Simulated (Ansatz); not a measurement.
Functionals compared on a constructed model of the (100) surface of fcc Ni, ferromagnetic, a pseudomorphic layer of Si in the host's stacking (bottom of the slab: a bare face, its two planes held), in Ansatz (plane waves, PAW). The structure was relaxed with PBE; the other rows are single points on it. Cutoff 420 eV.

Model: 7-atom slab, 10.5 Å thick at the start, 15x15x1 mesh, Fermi-Dirac 0.1 eV, dipole correction, 2 atoms held, the rest relaxed; held to the start's symmetry, so lower structures may exist; spin-polarised, ending with about 3.2 μB a cell; orders that need a larger cell were not tried, no spin-orbit, no U. It is one candidate, not shown to be the stable structure of the face. These notes are the PBE run's.

```
functional  work function of the top face (eV)  magnetic moment of the cell (μB)  rough cost of the single point
----------  ----------------------------------  --------------------------------  ------------------------------
PBE                                       5.09                              3.24                               –
RPBE                                      5.01                              3.28   very roughly 100 core-seconds
```

Ansatz is an electronic-structure program.
